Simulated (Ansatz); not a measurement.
LaTiO2N (P2₁, No. 4, 20 atoms in the cell; start mp-775918), treated with r²SCAN+SOC in Ansatz (PAW).

Numerical settings: plane-wave cutoff 560 eV, 6×6×4 k mesh (along the axes of the cell as run), Fermi–Dirac smearing 0.01 eV, PAW data made under PBE.

Cell (relaxed with PBEsol):

```
LaTiNO2
1.0
    5.49882     0.00000    -0.01883
    0.00000     5.51239     0.00000
   -0.03962     0.00000     7.95791
La Ti N O
4 4 4 8
Direct
  0.25016   0.51271   0.24164
  0.74984   0.01271   0.75836
  0.25043   0.50394   0.75761
  0.74957   0.00394   0.24239
  0.73693   0.50806   0.00333
  0.26307   0.00806   0.99667
  0.75194   0.50750   0.48661
  0.24806   0.00750   0.51339
  0.45461   0.29035   0.01183
  0.54539   0.79035   0.98817
  0.75649   0.52264   0.25339
  0.24351   0.02264   0.74661
  0.55082   0.19822   0.48726
  0.44918   0.69822   0.51274
  0.94745   0.18729   0.01148
  0.05255   0.68729   0.98852
  0.05612   0.30512   0.48729
  0.94388   0.80512   0.51271
  0.76325   0.46424   0.74770
  0.23675   0.96424   0.25230
```

Give the computed band gap.


band gap: 1.54 eV (direct)

Note: cell and atoms aren't relaxed at this level (largest force component 0.15 eV/Å, pressure 4.1 GPa).

Static lattice: no zero-point or thermal effects.

It cost roughly 90 core-minutes of CPU time.

A start named mp-… is a Materials Project structure, which need not be a measured phase.

Ansatz is a first-principles code.
